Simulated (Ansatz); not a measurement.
Start from ZnSiP2 in the chalcopyrite structure (space group I-42d, No. 122; a = 5.378 Å, c = 10.466 Å).

Level of theory: r2SCAN (Ansatz, a first-principles code, PAW, no spin-orbit coupling).

Carriers are added at fixed cell with a uniform background; the Fermi–Dirac width is that of 300 K.

One change was made to it. Results:

The gap between the host's bands shrinks by 0.07 eV (1.55 eV → 1.48 eV); the Fermi level relative to the doped band's edge (positive inside the band; to 0.05 eV) amounts to +0.80 eV; the gap character is still direct at Γ.

Which of these changes matches the shifts?
(A) holes 3.0×10^21 cm⁻³
(B) holes 1.0×10^22 cm⁻³
(C) electrons 5.0×10^21 cm⁻³
(D) electrons 1.0×10^22 cm⁻³

C, electrons 5.0×10^21 cm⁻³. For comparison, the gap between the host's bands in the other runs: holes 1.0×10^22 cm⁻³ gives 1.76 eV; holes 3.0×10^21 cm⁻³ gives 1.60 eV; electrons 1.0×10^22 cm⁻³ gives 1.41 eV.

Charged cell with a jellium background: band edges are those of the host's band count, energies are not comparable with the neutral cell, and many-body gap narrowing is missing. No phonon test of stability was made.
